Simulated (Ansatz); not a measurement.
Take WSi$_{2}$ (space group I4/mmm, No. 139; a = 3.1855 Å, c = 7.7713 Å) as the base.

Calculations: plane-wave PAW DFT at the LDA level (Ansatz, a quantum-chemistry and plane-wave program, 420 eV), no SOC.

For the base:

- Lattice parameter a = 3.185 Å
- c/a ratio = 2.440

One thing is altered: a hydrostatic pressure of 15 GPa.

Problem. Predict the new lattice parameter a and c/a ratio.

Solution. The lattice parameter a shrinks by 0.063 Å (3.185 Å → 3.122 Å); the c/a ratio goes up by 0.010 (2.440 → 2.450).

Load acts through the strain it causes; cell and atoms are relaxed under it. Whether these cells are dynamically stable was not tested. Competing high-pressure phases were not computed. The final runs are not spin-polarised.
